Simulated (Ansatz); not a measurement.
Response to strain in Si3N4

Base system: Si3N4 (space group P6_3/m, No. 176; a = 7.6246 Å, c = 2.9105 Å). Axes: x lies along a and z along c of the hexagonal cell.

Strains are applied to the cell and any free atomic positions relax; under biaxial strain the out-of-plane vector relaxes too; under stress the whole cell relaxes.

Method: DFT with PBEsol, PAW potentials and a 420 eV plane-wave cutoff in Ansatz (a first-principles code), scalar-relativistic without spin-orbit coupling.

Notes on the quantities. pressure: mean of the normal stresses, compression positive.

```json
[
 {"case": "base", "volume per atom": "10.47 Å³", "pressure": "0.00 GPa"},
 {"case": "biaxial strain +0.77 %, plane normal [001], relaxed out of plane", "volume per atom": "10.59 Å³", "pressure": "?"},
 {"case": "biaxial strain +1.59 %, plane normal [001], relaxed out of plane", "volume per atom": "?", "pressure": "-5.63 GPa"},
 {"case": "uniaxial strain ε_yy = +2.43 %", "volume per atom": "10.72 Å³", "pressure": "-5.49 GPa"},
 {"case": "uniaxial stress, 8 GPa tension along z", "volume per atom": "10.58 Å³", "pressure": "–"}
]
```

**Question.** What belongs in the blanks?

**Answer.** 
- biaxial strain +0.77 %, plane normal [001], relaxed out of plane, pressure: -2.77 GPa
- biaxial strain +1.59 %, plane normal [001], relaxed out of plane, volume per atom: 10.73 Å³

Beyond what the load breaks, stability against distortions was not tested.
